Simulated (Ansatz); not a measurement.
**Li2S, response to strain**

The parent structure is Li2S in the anti-fluorite structure (space group Fm-3m, No. 225; a = 5.655 Å). Axes: x, y, z lie along the cube axes.

Strains are applied to the cell and any free atomic positions relax; under biaxial strain the out-of-plane vector relaxes too.

Level of theory: DFT with PBEsol, PAW potentials and a 420 eV plane-wave cutoff in Ansatz (an electronic-structure program), no spin-orbit coupling.

Candidates:
(a) biaxial strain +0.42 %, plane normal [111], relaxed out of plane
(b) biaxial strain −1.25 %, plane normal [111], relaxed out of plane
(c) biaxial strain +1.67 %, plane normal [111], relaxed out of plane

Notes on the quantities. energy relative to the base: free energy F.

Q: Order them by energy relative to the base, lowest first.

A: (a) biaxial strain +0.42 %, plane normal [111], relaxed out of plane (+0.2 meV/atom), (b) biaxial strain −1.25 %, plane normal [111], relaxed out of plane (+1.5 meV/atom), (c) biaxial strain +1.67 %, plane normal [111], relaxed out of plane (+2.5 meV/atom)

Stability against distortions was not tested.
